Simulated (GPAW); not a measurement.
# Input and output of a self-consistent single point for CaI2 (P-3m1, 3 atoms in the cell) (GPAW)

Method: LDA (Perdew-Wang 92), GPAW PAW datasets LDA (gpaw-data 1.0.1) (plane waves; GPAW).

Input as run:

```python
from ase import Atoms
from ase.units import GPa
from gpaw import GPAW, PW, FermiDirac

atoms = Atoms(['Ca', 'I', 'I'],
              cell=[[4.551615, 0.000000, 0.000000],
                    [-2.275807, 3.941814, 0.000000],
                    [0.000000, 0.000000, 7.245879]],
              scaled_positions=[[0.000000, 0.000000, 0.000000],
                                [0.333333, 0.666667, 0.244300],
                                [0.666667, 0.333333, 0.755700]],
              pbc=True)

calc = GPAW(mode=PW(600),
            xc='LDA',
            kpts={'size': (3, 3, 2), 'gamma': True},
            occupations=FermiDirac(0.0),
            nbands=-8,
            convergence={'density': 1e-05, 'energy': 1e-05, 'bands': -6},
            symmetry={'symmorphic': False, 'tolerance': 0.0005},
            maxiter=120,
            txt='-')

atoms.calc = calc

energy = atoms.get_potential_energy()
print('Energy (eV):', round(energy, 6))
forces = atoms.get_forces()
print('Forces (eV/Ang):')
print(forces.round(5))
stress = atoms.get_stress()
print('Stress (GPa, Voigt):', (stress / GPa).round(4))
```

Output (repeated stretches shortened):

```
Input parameters:
  convergence: {bands: -6,
                density: 1e-05,
                energy: 1e-05}
  kpts: {gamma: True,
         size: (3, 3, 2)}
  maxiter: 120
  mode: {ecut: 600.0,
         name: pw}
  nbands: -8
  occupations: {fixmagmom: False,
                name: fermi-dirac,
                width: 0.0}
  symmetry: {symmorphic: False,
             tolerance: 0.0005}

species:
  Ca:
    name: Calcium
    Z: 20.0
    valence: 10
    core: 10
    charge: 0.0
    file: Ca.LDA.gz

    # Using partial waves for Ca as LCAO basis

  I:
    name: Iodine
    Z: 53.0
    valence: 7
    core: 46
    charge: 0.0
    file: I.LDA.gz

    # Using partial waves for I as LCAO basis

Reference energy: -405233.383312  # eV

Spin-paired calculation

Convergence criteria:
 Maximum [total energy] change in last 3 cyles: 1e-05 eV / valence electron
 Maximum integral of absolute [dens]ity change: 1e-05 electrons / valence electron
 Maximum integral of absolute [eigenst]ate change: 4e-08 eV^2 / valence electron
 Maximum number of scf [iter]ations: 120

Symmetries present (total): 12
Symmetries with fractional translations: 0
18 k-points: 3 x 3 x 2 Monkhorst-Pack grid + [0.000000,0.000000,1/4]
6 k-points in the irreducible part of the Brillouin zone
       k-points in crystal coordinates                weights
   0:     0.00000000    0.00000000    0.00000000          1/18
   1:     0.00000000    0.00000000    0.50000000          1/18
   2:     0.33333333    0.00000000    0.00000000          6/18
   3:     0.33333333    0.00000000    0.50000000          6/18
   4:     0.33333333    0.33333333    0.00000000          2/18
   5:     0.33333333    0.33333333    0.50000000          2/18

Wave functions: Plane wave expansion
  Cutoff energy: 600.000 eV
  Number of coefficients (min, max): 4307, 4365
  Pulay-stress correction: 0.000000 eV/Ang^3 (de/decut=0.000000)

Occupation numbers: # Zero width

Eigensolver

Densities:
  Coarse grid: 27*27*42 grid
  Fine grid: 54*54*84 grid
  Total Charge: 0.000000

Density mixing:
  Method: separate
  Backend: pulay
  Linear mixing parameter: 0.05
  old densities: 5
  Damping of long wavelength oscillations: 50

Hamiltonian:
  XC and Coulomb potentials evaluated on a 54*54*84 grid
  External potential:
    NoExternalPotential

Number of atoms: 3
Number of atomic orbitals: 13
Number of bands in calculation: 20
Number of valence electrons: 24
Bands to converge: 14

Density initialized from atomic densities
  13 bands from LCAO basis set
  7 bands from random numbers

Atomic positions and initial magnetic moments

Positions:
   0 Ca     0.000000    0.000000    0.000000    ( 0.0000,  0.0000,  0.0000)
   1 I     -0.000002    2.627877    1.770168    ( 0.0000,  0.0000,  0.0000)
   2 I      2.275810    1.313937    5.475711    ( 0.0000,  0.0000,  0.0000)

Unit cell:
           periodic     x           y           z      points  spacing
  1. axis:    yes    4.551615    0.000000    0.000000    27     0.1460
  2. axis:    yes   -2.275807    3.941814    0.000000    27     0.1460
  3. axis:    yes    0.000000    0.000000    7.245879    42     0.1725

  Lengths:   4.551615   4.551615   7.245879
  Angles:   90.000000  90.000000 119.999996

Effective grid spacing dv^(1/3) = 0.1619

     iter     time        total  log10-change:
                         energy   eigst   dens
iter:   1 --:--:--   -11.017606   +0.85
iter:   2 --:--:--   -11.132198   +0.01  -1.35
iter:   3 --:--:--   -11.129043   -0.34  -1.39
iter:   4 --:--:--   -11.142297   -0.72  -1.49
iter:   5 --:--:--   -11.135922   -1.41  -1.91
iter:   6 --:--:--   -11.130805   -1.59  -2.06
iter:   7 --:--:--   -11.128822   -1.25  -2.37
iter:   8 --:--:--   -11.128514   -2.02  -2.64
iter:   9 --:--:--   -11.128631   -2.76  -2.99
iter:  10 --:--:--   -11.128541c  -2.56  -2.95
iter:  11 --:--:--   -11.128449c  -3.30  -3.01
iter:  12 --:--:--   -11.128446c  -4.04  -3.73
iter:  13 --:--:--   -11.128446c  -4.42  -4.13
iter:  14 --:--:--   -11.128445c  -4.96  -4.15
iter:  15 --:--:--   -11.128445c  -5.51  -4.25
iter:  16 --:--:--   -11.128444c  -6.18  -4.33
iter:  17 --:--:--   -11.128444c  -6.74  -4.53
iter:  18 --:--:--   -11.128444c  -7.38  -4.56
iter:  19 --:--:--   -11.128444c  -8.11c -4.60
iter:  20 --:--:--   -11.128444c  -8.66c -4.67
iter:  21 --:--:--   -11.128444c  -8.47c -4.73
iter:  22 --:--:--   -11.128444c  -9.35c -4.82
iter:  23 --:--:--   -11.128444c  -8.93c -4.87
iter:  24 --:--:--   -11.128444c  -8.75c -5.10c

Converged after 24 iterations.

Dipole moment: (-0.000000, 0.000000, 0.000000) |e|*Ang

Energy contributions relative to reference atoms: (reference = -405233.383312)

Kinetic:        +10.051898
Potential:       -9.208771
External:        +0.000000
XC:             -11.400435
Entropy (-ST):   +0.000000
Local:           -0.571136
SIC:             +0.000000
--------------------------
Free energy:    -11.128444
Extrapolated:   -11.128444

Showing only first 2 kpts
 Kpt  Band  Eigenvalues  Occupancy
  0    10      0.86366    2.00000
  0    11      1.03319    2.00000
  0    12      4.86966    0.00000
  0    13      5.32977    0.00000

  1    10      0.77514    2.00000
  1    11      0.77514    2.00000
  1    12      5.15771    0.00000
  1    13      5.29617    0.00000

Fermi level: 2.86017

Gap: 3.654 eV
Transition (v -> c):
  (s=0, k=0, n=11, [0.00, 0.00, 0.00]) -> (s=0, k=2, n=12, [0.33, 0.00, 0.00])
Direct/indirect transitions are different
Direct gap: 3.836 eV
Transition at: (s=0, k=0, n=11, [0.00, 0.00, 0.00])
Energy (eV): -11.128444

Forces in eV/Ang:
  0 Ca    0.00000   -0.00000    0.00000
  1 I     0.00000    0.00000   -0.31026
  2 I     0.00000    0.00000    0.31026

Stress tensor:
     0.013164    -0.000000     0.000000
    -0.000000     0.013164     0.000000
     0.000000     0.000000     0.013200
Stress (GPa, Voigt): [ 2.1091  2.1091  2.1148  0.      0.     -0.    ]
```

The run converged in 24 iterations. GPAW prints stress with tension positive.

The starting cell comes from a database of computed structures (which also holds hypothetical and non-ambient phases and stackings), without a prior relaxation at this level. Its lattice was rescaled by up to half a per cent. Spin-orbit coupling is off.
